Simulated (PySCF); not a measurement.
PySCF 2.14.0, TPSSH/def2-svp, df: CN([SiH2]F)[SiH](C)C, 19 atoms. The geometry is a generated start, not checked to be a minimum at this level.

```yaml
task: energy
method: tpssh
basis: def2-svp
two_electron_scheme: density fitting
mol.max_memory: 3000 MB
mf.max_cycle: 100
mf.conv_tol: 1e-09 (default)
mf.grids.level: 3 (default)
basis_functions: 166
grid_points: 226576
```

```xyz
19

Si    -1.5732    -0.8433    -1.1219
F     -2.9454    -1.5595    -0.6734
N     -0.8374    -0.2708     0.3277
C     -1.7076     0.3614     1.3084
Si     0.8713     0.0606     0.5105
C      1.2997     1.7840    -0.1806
C      1.8866    -1.2590    -0.3919
H     -0.7457    -1.8774    -1.7056
H     -2.0289     0.1988    -2.0410
H     -1.3207     0.1884     2.3131
H     -1.7765     1.4410     1.1518
H     -2.7086    -0.0578     1.2490
H      1.1189     0.0029     1.9619
H      2.3520     2.0148    -0.0494
H      1.0805     1.8407    -1.2452
H      0.7293     2.5659     0.3129
H      1.8122    -1.1569    -1.4700
H      2.9346    -1.1745    -0.1270
H      1.5590    -2.2592    -0.1291
```

With the defaults (mf.DIIS = CDIIS, mf.diis = true, mf.init_guess = minao, mf.diis_space = 8, mf.level_shift = 0, mf.damp = 0, mf.diis_start_cycle = 1) it converges in 12 Fock builds. One run each on 2 threads, 1 BLAS thread, with these changes:
- mf.diis = false
- mf.level_shift = 0.3 Hartree
- mf.diis = false, mf.damp = 0.7, mf.diis_start_cycle = 999
- mf.init_guess = atom
- mf.diis_space = 20
- mf.diis_space = 3
- mf.init_guess = mod_huckel
- mf.init_guess = 1e
- mf.DIIS = EDIIS

Problem. Which runs fail or end elsewhere than the default run?

Solution. No convergence: mf.DIIS = EDIIS; mf.diis = false (the run ends without SCF convergence in 100 cycles). The rest reach the solution of the defaults.

| setting | Fock builds | end |
|---|---|---|
| the defaults | 12 | same solution |
| mf.diis_space = 20 | 12 | same solution |
| mf.init_guess = atom | 13 | same solution |
| mf.init_guess = mod_huckel | 14 | same solution |
| mf.level_shift = 0.3 Hartree | 14 | same solution |
| mf.init_guess = 1e | 18 | same solution |
| mf.diis_space = 3 | 19 | same solution |
| mf.diis = false, mf.damp = 0.7, mf.diis_start_cycle = 999 | 28 | same solution |
| mf.DIIS = EDIIS | 101 | no convergence |
| mf.diis = false | 101 | no convergence |
